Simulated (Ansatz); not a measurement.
The parent structure is TiRh (space group P4/mmm, No. 123; a = 2.9264 Å, c = 3.3737 Å; relaxed with 0.1 eV smearing). Axes: x, y, z lie along a, b, c of the conventional cell.

Level of theory: plane-wave PAW DFT at the PBEsol level (Ansatz, a first-principles code, 420 eV), scalar-relativistic without spin-orbit coupling.

The change: every lattice vector is shortened by 1.17 %; the atoms relax in the strained cell.

### Question
Predict the stress tensor and what it implies for the stiffness.

### Answer
Stress of the strained cell less that of the base (GPa, compression positive):
```
    7.9     0.0     0.0
    0.0     7.9     0.0
    0.0     0.0     8.1
```

Then B = −ΔP/(ΔV/V₀) with ΔV/V₀ = -0.0347 gives secant stiffness values (nonlinear terms included at this strain): B (at held cell shape, above the free-shape value) ≈ 230 GPa.

As a check, the harmonic strain energy −½ V₀ Δσ:ε is 13 meV/atom; the computed energy rise is 12 meV/atom.

Stability against distortions was not tested. The final runs are not spin-polarised.
